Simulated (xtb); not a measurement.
xtb 6.7.1, GFN2-xTB: Fc1cc(-c2ccc3c(c2)sc2ccccc23)sc1-c1ccc[se]1, 35 atoms. The geometry is a generated start, not checked to be a minimum at this level.

```json
{
  "run_flags": "--grad",
  "method": "GFN2-xTB",
  "--acc": "1 (default)",
  "--etemp (K)": "300 (default)",
  "basis_functions": "125",
  "valence_electrons": "116"
}
```

One run each on 1 thread. Values of broydamp tried: 0.02, 0.05, 0.1, 0.2, 0.4 (default), 0.6, 0.8, 1.

Question: How does the count of SCC iterations change with broydamp, and where is it least?

Answer: Fewest SCC iterations, within one of each other: 0.2 with 14, 0.4 (default) with 13, 0.6 with 14. The count rises to 21 at 0.02. All converge to one solution.

| broydamp | SCC iterations | end |
|---|---|---|
| 0.02 | 21 | same solution |
| 0.05 | 18 | same solution |
| 0.1 | 17 | same solution |
| 0.2 | 14 | same solution |
| 0.4 (default) | 13 | same solution |
| 0.6 | 14 | same solution |
| 0.8 | 15 | same solution |
| 1 | 15 | same solution |
